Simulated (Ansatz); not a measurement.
## A computed series for AlN: response to strain

The parent structure is AlN in the zinc blende structure (space group F-43m, No. 216; a = 4.370 Å).

Strains are applied to the cell and any free atomic positions relax.

Computed with r2SCAN (Ansatz, a quantum-chemistry and plane-wave program), spin-orbit coupling left out.

Notes on the quantities. hole mass: degenerate bands, along [100]; energy relative to the base: free energy F.

| case | smallest direct gap | hole mass | pressure | energy relative to the base | electron mass |
|---|---|---|---|---|---|
| base | 4.84 eV | – | 0.01 GPa | 0 meV/atom | 0.51 mₑ along k, 0.33 mₑ across (at X) |
| isotropic strain +0.50 % | 4.70 eV | – | -3.05 GPa | +1.5 meV/atom | 0.52 mₑ along k, 0.33 mₑ across (at X) |
| isotropic strain +1.00 % | 4.57 eV | 0.32, 1.4, 1.4 mₑ (at Γ) | -5.92 GPa | +6.0 meV/atom | 0.52 mₑ along k, 0.33 mₑ across (at X) |
| isotropic strain +1.50 % | 4.43 eV | 0.31, 1.4, 1.4 mₑ (at Γ) | -8.62 GPa | +13 meV/atom | 0.52 mₑ along k, 0.33 mₑ across (at X) |
| isotropic strain +2.00 % | 4.30 eV | 0.31, 1.4, 1.4 mₑ (at Γ) | -11.14 GPa | +23 meV/atom | 0.52 mₑ along k, 0.33 mₑ across (at X) |
| isotropic strain +2.50 % | 4.17 eV | 0.30, 1.4, 1.4 mₑ (at Γ) | -13.50 GPa | +36 meV/atom | 0.53 mₑ along k, 0.33 mₑ across (at X) |
| isotropic strain +3.00 % | 4.04 eV | 0.30, 1.4, 1.4 mₑ (at Γ) | -15.71 GPa | +51 meV/atom | 0.53 mₑ along k, 0.33 mₑ across (at X) |

Effective masses come from finite differences of ±0.01 Å⁻¹. Along k means along the line from Γ to the band edge. Whether these cells are dynamically stable was not tested. This is not the structure that AlN has at room temperature and ambient pressure.
